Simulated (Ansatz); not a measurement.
Start from TiAu in the CsCl type structure (space group Pm-3m, No. 221; a = 3.2180 Å).

The values are results of PBEsol in Ansatz (plane waves to 420 eV, PAW, without spin-orbit coupling), not measurements.

Base values:

```
Quantity               Value
-------------------  -------
Lattice parameter a  3.218 Å
```

Modification: a negative pressure, −2 GPa.

Q: Predict the new lattice parameter a.

A: The lattice parameter a rises by 0.014 Å, from 3.218 Å to 3.232 Å.

Load acts through the strain it causes; cell and atoms are relaxed under it. Whether these cells are dynamically stable was not tested. All final runs are without spin polarisation. An odd electron count without spin: TiAu.

Ansatz is an electronic-structure program.
